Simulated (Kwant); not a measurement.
Kwant, one-band effective-mass tight-binding model in one dimension, coherent, no space charge.

Model system: GaN/Al0.2Ga0.8N stack with 2 barriers. One parabolic valley. Leads of mass 0.2 mₑ with the band edge at 0; grid 0.1 nm; bias 0 V, dropping linearly over the stack.

```json
[
 {"layer": "1", "thickness (nm)": "1.1", "band offset (eV)": "0.35", "mass (mₑ)": "0.22"},
 {"layer": "2", "thickness (nm)": "4.8", "band offset (eV)": "0", "mass (mₑ)": "0.2"},
 {"layer": "3", "thickness (nm)": "1.1", "band offset (eV)": "0.35", "mass (mₑ)": "0.22"}
]
```

The device is made up for the run: typed textbook-type constants, with dimensions and the other settings drawn at random.

Sweep values stay those of the base run.

One input was changed, with this effect: transmission at E = 0.4484 eV little changed (0.65); transmission at E = 0.3367 eV 0.27 → 0.52; mean transmission over the sweep 0.31 → 0.38; transmission at E = 0.2251 eV 0.15 → 0.23.

Question: Which change was it?
A) width of the first well 4.8 → 2.9 nm
B) height of the first barrier 0.35 → 0.21 eV
C) width of the first well 4.8 → 3.8 nm

Answer: B, height of the first barrier 0.35 → 0.21 eV
